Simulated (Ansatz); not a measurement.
# Al2O3: stress against strain

Al2O3 (corundum, R-3c, 8.761 Å³/atom at rest, c along z) under a strain ε along c (axis z), the other axes held. PBE in Ansatz, a plane-wave DFT program (PAW, default set), 420 eV, 8×8×8 Γ-centred mesh, Fermi-Dirac smearing 0.05 eV; ions are relaxed within the symmetry of each cell. Stress is positive for a compressed cell.

Here s stands for strain and y for stress zz.

```
strain (%)  stress zz (GPa)
----------  ---------------
-1.50                  6.95
-0.75                  3.44
0.00                   0.00
0.75                  -3.35
1.50                  -6.63
3.00                      ?
```

Fit y of the 5 rows that show it with a straight line. Means: s 0, y 0.082. About the means, the sum of products is -25.462 and the sum of squares of s is 5.6250; the slope is their ratio. Least squares gives y = 0.082 - 4.5267·s. Residuals (row less fit): 0.078, -0.037, -0.082, -0.037, 0.078; standard error 0.085 (degrees of freedom: 3). The slope gives the elastic constant C33 = 453 ± 4 GPa.

What does the fit predict for y at s = 3.00, and how far is the calculated value from it?

y = 0.082 - 4.5267 × 3.00 = -13.498 GPa. The calculation gives -12.96 GPa, 0.538 GPa above the prediction (2.7 % of the range of y in the table). The row lies outside the fitted rows, so this is an extrapolation. From the scatter of the fitted rows alone, a prediction at this place has a standard error of 0.142 GPa, so the miss is 3.8 times that.

One order more, fitted to all 9 runs of the series, follows each within 0.01, so the miss is the next term of a smooth law. Rows are the converged runs of the series near zero and its far end; series whose fitted rows scatter by over a few per cent of the range, as at a crossing or softening among them, aren't shown in this form. Most that stay on the fit to the last digits aren't either.
